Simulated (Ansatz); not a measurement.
## LiTaO3 (model structure, started from the tetragonal perovskite type, P4mm, No. 99, 5 atoms in the cell)

Computed with PBEsol (plane waves, PAW; Ansatz, an electronic-structure program).

Run with plane-wave cutoff 500 eV, 10×10×10 k mesh, Fermi–Dirac smearing 0.05 eV, scalar-relativistic PAW data made under PBE.

Cell (relaxed at this level):

```cif
data_LiO3Ta
_chemical_formula_sum 'Ta1 Li1 O3'
_space_group_name_H-M_alt 'P 1'
_space_group_IT_number 1
_cell_length_a 3.91907
_cell_length_b 3.91907
_cell_length_c 4.00453
_cell_angle_alpha 90.000
_cell_angle_beta 90.000
_cell_angle_gamma 90.000
loop_
_space_group_symop_operation_xyz
  'x, y, z'
loop_
_atom_site_label
_atom_site_type_symbol
_atom_site_fract_x
_atom_site_fract_y
_atom_site_fract_z
_atom_site_occupancy
Ta1 Ta 0.50000 0.50000 0.40955 1
Li1 Li 0.00000 0.00000 0.15075 1
O1 O 0.50000 0.50000 0.86633 1
O2 O 0.50000 0.00000 0.33969 1
O3 O 0.00000 0.50000 0.33969 1
```

For LiTaO3 (model structure, started from the tetragonal perovskite type, P4mm, No. 99, 5 atoms in the cell), the band gap comes out as 2.21 eV (on the SCF k mesh).

Note: the relaxation could raise the start's symmetry but not lower it, so the cell can be a saddle point.

Spin–orbit coupling is not included.

Cost on a shared machine: roughly 4 core-minutes.

A model structure was made by putting elements into a prototype or built by hand; it is no filed structure, need not be a known phase, and can be a saddle point held by its symmetry.
